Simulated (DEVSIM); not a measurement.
Structure: Ti/SiO2/n-Si capacitor, at 300 K.

Layer 1 from the left is SiO2, thickness (nm) 7.60. Layer 2 from the left is Si, thickness (nm) 7600, Nd (cm⁻³) 5.7e15.

Metal gate on the left, work function 4.33 eV. Fixed charge at the semiconductor interface 1.9e10 cm⁻² (in units of +e); interface traps 3.4e10 cm⁻² eV⁻¹, uniform in energy, neutral level at 0.5 of the gap above the valence band.

This is a model device: material constants are rounded textbook-type values typed into the input, and sizes, dopings and lifetimes were drawn at random. Values at 300 K.

SiO2: gap (eV) 9, affinity (eV) 0.9, permittivity 3.9. Si: gap (eV) 1.124, affinity (eV) 4.05, permittivity 11.7, Nc (cm⁻³) 2.86e19, Nv (cm⁻³) 3.1e19.

Model (solved in DEVSIM): 1D Poisson equation in equilibrium, Boltzmann statistics, complete ionisation; no quantum confinement or tunnelling. Metal contacts follow the ideal Schottky-Mott rule: no Fermi-level pinning, no interface dipoles.

**Question.** What does the simulation give for the threshold voltage (band bending 2φF), the minimum of the low-frequency capacitance?

**Answer.** threshold voltage (band bending 2φF) -0.71 V; minimum of the low-frequency capacitance 0.0327 μF/cm².
